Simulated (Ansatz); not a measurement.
## A computed series for TiC: response to strain

Start from TiC in the rock salt structure (space group Fm-3m, No. 225; a = 4.293 Å; relaxed with 0.1 eV smearing). Axes: x, y, z lie along the cube axes.

Strains are applied to the cell and any free atomic positions relax; under stress the whole cell relaxes.

Levels (all Ansatz, a quantum-chemistry and plane-wave program, PAW): PBEsol (420 eV, no spin-orbit coupling); r2SCAN (500 eV, no spin-orbit coupling).

Pressures by level, all at the geometries relaxed with PBEsol:

| case | PBEsol | r2SCAN |
|---|---|---|
| base | 0.0 GPa | 6.6 GPa |
| isotropic strain −4.94 % | 54.9 GPa | 65.2 GPa |
| uniaxial strain ε_yy = −1.27 % | 3.6 GPa | 10.5 GPa |
| uniaxial strain ε_zz = −0.62 % | 1.7 GPa | 8.4 GPa |
| uniaxial stress, 0.5 GPa tension along x | -0.2 GPa | 6.4 GPa |
| uniaxial stress, 8 GPa compression along z | 2.7 GPa | 9.5 GPa |

Single points use the geometry relaxed with PBEsol. Their cutoffs differ, which shifts pressures a little. Stability under load was not tested beyond the relaxation. All final runs are without spin polarisation.
